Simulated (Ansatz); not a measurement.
Base system: CdSe in the zinc blende structure (space group F-43m, No. 216; a = 6.1332 Å). Axes: x, y, z lie along the cube axes.

Level of theory: Ansatz (a quantum-chemistry and plane-wave program) r2SCAN, no SOC.

Strains are applied to the cell and any free atomic positions relax.

One change was made to it. Results:

```csv
quantity,base,after
energy relative to the base (free energy F),0 meV/atom,+1.7 meV/atom
"valence-band top at Γ (three highest levels, from the VBM)","0.00, 0.00, 0.00 eV","0.00, -0.07, -0.13 eV"
electron mass,0.093 mₑ (at Γ),0.093 mₑ (at Γ)
band gap,1.04 eV,0.97 eV
```

Q: Which of these changes matches the shifts?
A. tensor shear ε_xy = +0.57 %
B. tensor shear ε_xy = +2.00 %
C. tensor shear ε_xy = +0.29 %
D. tensor shear ε_xy = +1.43 %

A: D, tensor shear ε_xy = +1.43 %. For comparison, the energy relative to the base in the other runs: tensor shear ε_xy = +0.57 % gives +0.3 meV/atom; tensor shear ε_xy = +0.29 % gives +0.1 meV/atom; tensor shear ε_xy = +2.00 % gives +3.2 meV/atom.

Masses are band curvatures over ±0.01 Å⁻¹ around the edge. Gaps are Kohn–Sham eigenvalue differences; semilocal functionals usually give less than the measured gap. Stability against distortions was not tested.
